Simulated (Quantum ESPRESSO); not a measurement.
What a tighter setting buys: conv_thr, Si2W (P6_222, 9 atoms in the cell)

Cell: a = 4.6169 Å, b = 4.6168 Å, c = 6.6532 Å, α = 90.00°, β = 90.00°, γ = 120.00°.

Level of theory: PBEsol, GBRV 1.5 ultrasoft (PBESOL) pseudopotentials (plane waves; Quantum ESPRESSO).

Base settings: ecutwfc = 40 Ry; ecutrho = 320 Ry; occupations = smearing; smearing = fermi-dirac; degauss = 0.0036749 Ry; potentials = {Si: si_pbesol_v1.uspp.F.UPF, W: w_pbesol_v1.2.uspp.F.UPF}; K_POINTS = automatic 6 6 3 0 0 0; conv_thr = 1e-10 Ry.

Misses are taken against the tightest run, 7.3e-14 Ry, which need not be fully converged itself.

The count of work is k-points × plane waves × bands × iterations; it is no time, and leaves out set-up, grids and terms that scale otherwise. Core times come from one kind of shared machine and are given to one figure; runs under 30 s give none.

The starting cell comes from a database of computed structures (which also holds hypothetical and non-ambient phases and stackings), without a prior relaxation at this level. Spin polarisation is off. In the base run, with a pressure of about -7 GPa the cell is away from its equilibrium volume at this level.

| conv_thr | pressure less reference (GPa) | count of work / reference | core time / reference (rough) |
|---|---|---|---|
| 0.0073 Ry | -0.35 | 0.29 | 0.4 |
| 0.00073 Ry | -0.35 | 0.29 | 0.5 |
| 7.3e-05 Ry | -0.35 | 0.29 | 0.4 |
| 7.3e-06 Ry | 0.13 | 0.43 | 0.5 |
| 7.3e-07 Ry | -0.01 | 0.57 | 0.5 |
| 7.3e-08 Ry | -0.01 | 0.57 | 0.6 |
| 7.3e-10 Ry | 0.00 | 0.71 | 0.7 |
| 1e-10 Ry | 0.00 | 0.79 | 0.9 |
| 7.3e-12 Ry | 0.00 | 0.86 | 0.9 |
| 7.3e-14 Ry | 0.00 | 1.0 | 1 |

Coarsest setting among those run that, with all tighter ones, holds the pressure within 0.1 GPa of the reference: 7.3e-07 Ry, off by 0.011 GPa; its saving against the reference is no more than about a factor of 2 in the count of work.

The step from 0.0073 Ry to 7.3e-12 Ry: it takes the miss in the pressure from 0.35 to 0.000 GPa, for 3.0 times the count of work and roughly 2 times the time.
